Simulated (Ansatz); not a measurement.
Structures of equal composition on the (0001) surface of hcp Ti: a layer of V in place of the second plane; a layer of V in place of the third plane. The slabs share one bottom face, and each structure is named by its start. These are constructed structures in small cells; real faces may alloy, dewet or reconstruct in larger ones, and not all known structures of the face are among them. Slabs of about 12 Å with all that they carry, Fermi-Dirac smearing of 0.1 eV. Bottom of the slabs: a bare face, its two planes held. Relaxed from the named starts with such symmetry as they have, on meshes of like density; energies extrapolated to zero smearing; no spin-orbit coupling, no U. Spin-polarised runs, if any, are marked in brackets, and their order is one that fits the cell; the others ran without spin.

Computed with PBE (plane waves to 420 eV, PAW; Ansatz, an electronic-structure program).

Problem. Order them by energy per 1x1 cell (lowest first) at the level PBE.

Solution. a layer of V in place of the second plane (0.000 eV [spin, 0.8 μB a cell]), a layer of V in place of the third plane (0.106 eV [spin, 1.9 μB a cell])
